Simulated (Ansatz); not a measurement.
The starting structures come from a database of crystals and need not be the phases stable at ambient conditions.

By PBEsol, the system below comes out a metal.

Without scattering a metal conducts by its projected Fermi surface.

Given:

```
RuSi2
1.0
    2.82239     0.00000     0.00000
    0.00000     5.17383     0.00000
    0.00000     0.00000     2.87999
Si Ru
2 1
Direct
  0.50000   0.27949   0.50000
  0.50000   0.72051   0.50000
  0.00000   0.00000   0.00000
```

Space group of this cell: Pmmm. The cell is strained (lengths across the current scaled by 0.98, ions clamped); by PBEsol its mean pressure is 2.2 GPa.

The current flows along the normal of the first two printed cell vectors. No spin-orbit coupling; the value is a mean over 0.1 eV about the Fermi level.

**Question.** Predict the ballistic conductance per area from PBEsol (Ansatz, a program for electronic structure).

**Answer.** 0.35 × 10¹⁵ S/m² for both spins.
